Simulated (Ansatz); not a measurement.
Input and output of a self-consistent single point for MgTe (F-43m, 2 atoms in the cell) (Ansatz, a program for electronic structure).

Method: LDA (PW92), default PAW files made with PBE (plane waves; Ansatz).

The change in words: lattice scaled by 0.98; kpoints.mp_grid.grid: 7 7 7 → 17 17 17. Reference geometry:
```xyz
2
Lattice="0.0000 3.2260 3.2260 3.2260 0.0000 3.2260 3.2260 3.2260 0.0000" Properties=species:S:1:pos:R:3 pbc="T T T"
Mg     0.0000     0.0000     0.0000
Te     1.6130     1.6130     1.6130
```

Reference input (self-consistent single point, DFT, LDA (PW92), plane waves, default PAW files made with PBE): basis.ecutwfc = 420 eV; kpoints.mp_grid.grid = 7 7 7; hamiltonian.xc = lda; hamiltonian.pseudopotentials = {kind: paw} (the program's default PAW files); scf.occupations.method = fermi_dirac; scf.occupations.width = 0.05 eV. This run's input differs from it in these lines:

Ansatz 0.2 input:
```diff
@@ -2,5 +2,5 @@
   lattice:
-    - [0.000000, 3.226050, 3.226050]
-    - [3.226050, 0.000000, 3.226050]
-    - [3.226050, 3.226050, 0.000000]
+    - [0.000000, 3.161529, 3.161529]
+    - [3.161529, 0.000000, 3.161529]
+    - [3.161529, 3.161529, 0.000000]
   atoms:
@@ -11,3 +11,3 @@
 kpoints:
-  mp_grid: { grid: [7, 7, 7] }
+  mp_grid: { grid: [17, 17, 17] }
 hamiltonian:
```

Log, with long lists cut:

```
SCF iter   1: F=—  HF=-8730.492094 eV  |F-HF|=—  |Δ(HF+E_count)|=         —  Δρ=4.92e-3  dr2=5.62e-3  ethr=1.77e-3  ⟨swp⟩=6.0  Hψ=15553  notcnv=0
all-band conjugate gradients solve this SCF's bands
preconditioner: auto → none
SCF iter   2: F=—  HF=-8730.486784 eV  |F-HF|=—  |Δ(HF+E_count)|=   5.31e-3  Δρ=2.04e-3  dr2=1.04e-3  ethr=2.16e-5  ⟨swp⟩=2.0  Hψ=6882  notcnv=0
SCF iter   3: F=—  HF=-8730.486457 eV  |F-HF|=—  |Δ(HF+E_count)|=   3.26e-4  Δρ=2.84e-4  dr2=3.61e-5  ethr=4.01e-6  ⟨swp⟩=3.0  Hψ=4950  notcnv=0
SCF iter   4: F=—  HF=-8730.486453 eV  |F-HF|=—  |Δ(HF+E_count)|=   4.14e-6  Δρ=1.03e-4  dr2=1.14e-5  ethr=1.39e-7  ⟨swp⟩=2.0  Hψ=4785  notcnv=0
iter 5 did not close the SCF: its close was put off for the readings that it lacked (scf_convergence_deferred on its scf_iter line)
SCF iter   5: F=-8730.486447 eV  HF=-8730.486448 eV  |F-HF|=8.15e-8  |Δ(HF+E_count)|=   5.58e-6  Δρ=1.58e-5  dr2=7.99e-8  ethr=4.38e-8  ⟨swp⟩=2.0  Hψ=4290  notcnv=0
SCF iter   6: F=-8730.486447 eV  HF=-8730.486447 eV  |F-HF|=3.63e-9  |Δ(HF+E_count)|=   5.48e-8  Δρ=2.76e-6  dr2=3.00e-9  ethr=3.07e-10  ⟨swp⟩=3.9  Hψ=13896  notcnv=0
SCF 1 converged in 6 iterations: F = -8730.486447 eV  dr2 = 3.00e-9
Free energy (F): -8730.486447 eV
Internal energy: -8730.486447 eV  (E = F + TS)
E sigma→0 (E₀):  -8730.486447 eV
Fermi energy:    6.030972 eV
--- Forces (eV/Å), atoms counted from 1 ---
  atom   1  Mg     0.00000000     0.00000000    -0.00000000
  atom   2  Te     0.00000000    -0.00000000     0.00000000
--- Stress (GPa, compression-positive) ---
        0.870214       0.000000      -0.000000
        0.000000       0.870214       0.000000
       -0.000000       0.000000       0.870214
  P = ⅓ Tr σ = 0.8702 GPa (8.702 kbar)
  The stress holds the Pulay correction. Without it, at fixed plane waves, as pw.x and ABINIT print it: P = 0.8512 GPa
```

The run converged in 6 iterations. Against the reference run the free energy drops by 4.2 meV/atom, the pressure goes from -1.39 to 0.87 GPa and the gap on the mesh goes from 2.207 to 2.481 eV.

The starting cell has typed, rounded lattice constants, without a prior relaxation at this level. Its lattice was rescaled by up to half a per cent. For this run, on top of that: lattice scaled by 0.98. Spin-orbit coupling is off. Ansatz's pressure includes its estimate of the finite-basis (Pulay) stress.
